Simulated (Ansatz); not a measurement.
# B20 (FeSi-type) CoSi

The numbers are results of LDA (Ansatz, a first-principles code, PAW), not measurements.

Run with plane-wave cutoff 520 eV, 14×14×14 k mesh, Fermi–Dirac smearing 0.019 eV (set by the program), no spin polarisation, scalar-relativistic PAW data made under PBE.

Cell: measured lattice: a = 4.444 Å, b = 4.444 Å, c = 4.444 Å, α = 90.00°, β = 90.00°, γ = 90.00°.

```yaml
elastic constant C11: 306 GPa
elastic constant C12: 120 GPa
elastic constant C44: 114 GPa
Voigt–Reuss–Hill bulk modulus: 182 GPa
Voigt–Reuss–Hill shear modulus (Hill average): 105 GPa
young_modulus: 265 GPa
poisson_ratio: 0.257
```

Note: the cell isn't this level's own, so it is under some stress, which shifts stiffness and frequencies.

Elastic constants are with the ions relaxed.

The computed numbers hold no vibrational or temperature effects.

Cost on a shared machine: about 4 core-hours (a rough figure).
